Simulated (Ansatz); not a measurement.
The starting structures come from a database of crystals and need not be the phases stable at ambient conditions.

# Evanescent states of Pb2OF2 (P4_2/nmc, 20 atoms a cell, 19.6 Å³ an atom, -2 GPa at this level) along the normal of (100)

Level of theory: PBEsol (plane waves, PAW; Ansatz, a program for electronic structure).

The gap is the functional's own. No spin-orbit coupling. Mid-gap values are those at the computed energy nearest the middle.

Energies count from the valence-band top; κ is the least over a 6×4 mesh across the current.

```csv
E (eV),κ (1/Å),where
0.07,0.205,off Γ
0.21,0.251,Γ
0.35,0.273,Γ
0.49,0.288,Γ
0.63,0.299,Γ
0.77,0.305,Γ
0.91,0.309,Γ
1.05,0.311,Γ
1.19,0.310,Γ
1.33,0.307,Γ
1.47,0.302,Γ
1.61,0.294,Γ
1.75,0.285,Γ
1.89,0.272,Γ
2.03,0.257,Γ
2.17,0.238,Γ
2.31,0.215,Γ
2.45,0.185,Γ
2.59,0.144,Γ
2.73,0.075,Γ
```

Task: How thick must the barrier be to attenuate the transmission by 10^8 when the electrodes' Fermi level lies at 1.05 eV, and what attenuation does that film give at 0.21 eV?

Result: d = 8 ln 10 / (2 × 0.311) = 29.6 Å. At 0.21 eV it gives 8 × 0.251/0.311 = 6.5 decades.
